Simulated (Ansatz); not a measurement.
**SiC (model structure, started from the CdTe type, P6₄22, No. 181, 6 atoms in the cell): equilibrium lattice constant a by level of theory**

No measured value is used here.

```
level (code)           value (Å)
---------------------  ---------
LDA (Ansatz)               3.047
PBE (Ansatz)                   ?
PBEsol (Ansatz)            3.066
PBE-D3(BJ) (Ansatz)        3.057
r²SCAN (Ansatz)            3.073
r²SCAN+rVV10 (Ansatz)          ?
```

Q: Some entries are withheld; supply them.

A: 
- PBE (Ansatz, an electronic-structure program), value (Å): 3.085
- r²SCAN+rVV10 (Ansatz), value (Å): 3.069

Cutoffs differ between the levels. Ansatz's density-functional and Hartree–Fock values are scalar-relativistic unless marked +SOC, with PAW data made under PBE.

A model structure was made by putting elements into a prototype or built by hand; it is no filed structure, need not be a known phase, and can be a saddle point held by its symmetry.
